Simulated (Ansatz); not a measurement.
Input:

```
CELL_PARAMETERS angstrom
      0.00000     3.27863     3.27863
      3.24060     0.00000     3.27863
      3.24060     3.27863     0.00000
ATOMIC_POSITIONS crystal
  Sb 0.75000 0.75000 0.75000
  In 0.00000 0.00000 0.00000
```

No spin polarisation.

Computed with plane-wave PAW DFT at the r2SCAN level (Ansatz, a program for electronic structure, 500 eV), no SOC, earlier PAW set. k-mesh 12×12×12 (Γ-centred); smearing 0.05 eV (Fermi–Dirac).

Task: Predict the pressure and space group.

Result: 
* **Pressure (mean of the normal stresses, compression positive)**: 0.5 GPa
* **Space group**: I-4m2 (No. 119)

The cells carry an imposed strain or load. Stability against distortions was not tested. The cell was made from InSb in the zinc blende structure (space group F-43m, No. 216) by this change: uniaxial strain ε_xx = −1.16 %.
